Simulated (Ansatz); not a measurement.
**A computed series for TaRu: response to strain**

Consider TaRu in the CsCl type structure (space group Pm-3m, No. 221; a = 3.141 Å; relaxed with 0.1 eV smearing). Axes: x, y, z lie along the cube axes.

Strains are applied to the cell and any free atomic positions relax; under biaxial strain the out-of-plane vector relaxes too.

Calculations: Ansatz (a quantum-chemistry and plane-wave program), PBEsol, PAW, cutoff 420 eV, without spin-orbit coupling.

Notes on the quantities. pressure: mean of the normal stresses, compression positive.

```tsv
case	volume per atom	pressure	space group
base	15.49 Å³	0.0 GPa	Pm-3m (No. 221)
biaxial strain −1.90 %, plane normal [110], relaxed out of plane	15.33 Å³	3.3 GPa	Cmmm (No. 65)
isotropic strain −1.09 %	14.99 Å³	9.5 GPa	Pm-3m (No. 221)
isotropic strain +0.88 %	15.90 Å³	-6.7 GPa	Pm-3m (No. 221)
uniaxial strain ε_zz = −5.48 %	14.64 Å³	17.3 GPa	P4/mmm (No. 123)
uniaxial strain ε_zz = −2.81 %	15.06 Å³	8.2 GPa	P4/mmm (No. 123)
uniaxial strain ε_zz = −0.42 %	15.43 Å³	1.1 GPa	P4/mmm (No. 123)
```

Stability against distortions was not tested. The final runs are not spin-polarised. An odd electron count without spin: TaRu.
